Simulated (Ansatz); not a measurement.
Consider In2O3 (space group P-3m1, No. 164; a = 3.419 Å, c = 6.094 Å; a hypothetical phase, not in the database extracts checked).

Now apply this change: the cell is scaled by 0.9405 in all directions; the atoms relax in the strained cell.

Levels (all Ansatz, a first-principles code, PAW): PBEsol (420 eV, scalar-relativistic without spin-orbit coupling); PBEsol+SOC (420 eV, noncollinear with spin-orbit coupling).

The geometry is relaxed with PBEsol.

| Quantity | Result |
|---|---|
| PBEsol smallest direct gap | 1.96 eV |
| PBEsol gap character | indirect, k = (0, 0.273, 0.167) in the run's primitive reciprocal basis → Γ |
| PBEsol lowest conduction level above the VBM at special points | Γ 1.69 eV; A 3.47 eV; M 4.68 eV; L 5.13 eV |
| PBEsol pressure | 44.95 GPa |

Q: What does PBEsol+SOC give at this geometry for the smallest direct gap, gap character, lowest conduction level above the VBM at special points and pressure?

A: The smallest direct gap falls by 0.03 eV (1.96 eV → 1.93 eV); the gap character is still indirect, k = (0, 0.273, 0.167) in the run's primitive reciprocal basis → Γ; the lowest conduction level above the VBM at special points becomes Γ 1.69 eV; A 3.46 eV; M 4.68 eV; L 5.13 eV (PBEsol: Γ 1.69 eV; A 3.47 eV; M 4.68 eV; L 5.13 eV); the pressure falls by 0.09 GPa (44.95 GPa → 44.86 GPa).

Single points use the geometry relaxed with PBEsol. Differences between runs with and without spin-orbit coupling are approximate. No phonon test of stability was made. The base started in P3m1 and relaxed to P-3m1 at this level.
